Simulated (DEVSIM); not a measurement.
System: Co/SiO2/n-Si capacitor, at 300 K.

```tsv
layer (left to right)	material	thickness (nm)	Nd (cm⁻³)
1	SiO2	12.0	-
2	Si	4700	1.5e16
```

Metal gate on the left, work function 5 eV. Fixed charge at the semiconductor interface -7.6e11 cm⁻² (in units of +e); no interface traps.

The device is made up for the run: typed textbook-type constants, with dimensions and the other settings drawn at random. Values at 300 K.

```
parameter      SiO2       Si
-------------  ----  -------
gap (eV)          9    1.124
affinity (eV)   0.9     4.05
permittivity    3.9     11.7
Nc (cm⁻³)         -  2.86e19
Nv (cm⁻³)         -   3.1e19
```

DEVSIM, 1D Poisson equation in equilibrium, Boltzmann statistics, complete ionisation; no quantum confinement or tunnelling. Metal contacts follow the ideal Schottky-Mott rule: no Fermi-level pinning, no interface dipoles.

The substrate doping was swept, all else fixed.

```csv
substrate doping (cm^-3),flat-band voltage (V),minimum of the low-frequency capacitance (μF/cm²),threshold voltage (band bending 2φF) (V)
7.5e14,1.10,0.0116,0.48
1.5e15,1.12,0.0159,0.45
3e15,1.14,0.0207,0.40
7.5e15,1.16,0.0306,0.32
1.5e16,1.18,0.0405,0.24
3e16,1.20,0.0528,0.12
```

From the first row to the last the flat-band voltage goes from 1.10 to 1.20. From the first row to the last the minimum of the low-frequency capacitance goes from 0.0116 to 0.0528.
